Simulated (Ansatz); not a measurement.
Hypothetical CsCl type NiO, magnetic orders

Start from NiO in the CsCl type structure (space group Pm-3m, No. 221; a = 2.612 Å; ferromagnetic; a hypothetical phase, not in the database extracts checked).

Each order is relaxed in cell and atoms; arrows give the starting signs on the magnetic atoms.

Computed with Ansatz (a quantum-chemistry and plane-wave program) PBE, no SOC.

Notes on the quantities. energy relative to the base: σ→0; to 0.01 eV only: unlike meshes or grids.

```tsv
case	energy relative to the base	largest site moment	shortest interatomic distance
base	0.00 eV/atom	1.45 μB	2.262 Å
↑↓ start, q = (1/2, 1/2, 1/2), 4 atoms	-0.03 eV/atom	1.16 μB	2.252 Å
↑↓ start, q = (0, 1/2, 1/2), 4 atoms	+0.02 eV/atom	1.11 μB	2.253 Å
↑↓ start, q = (0, 0, 1/2), 4 atoms	0.00 eV/atom	…	…
non-magnetic	+0.03 eV/atom	–	2.237 Å
```

Task: Complete the table.

Result: 
- ↑↓ start, q = (0, 0, 1/2), 4 atoms, largest site moment: 1.03 μB
- ↑↓ start, q = (0, 0, 1/2), 4 atoms, shortest interatomic distance: 2.250 Å

Other magnetic orders, which the real material may have, were not ruled out. Stability against distortions was not tested. Seeded moments were not kept for the base. No Hubbard U is applied, and correlation can decide whether such a compound is a metal. Spin-polarised in the final run: ↑↓ start, q = (1/2, 1/2, 1/2), 4 atoms, base, ↑↓ start, q = (0, 1/2, 1/2), 4 atoms and ↑↓ start, q = (0, 0, 1/2), 4 atoms; the other runs are not.
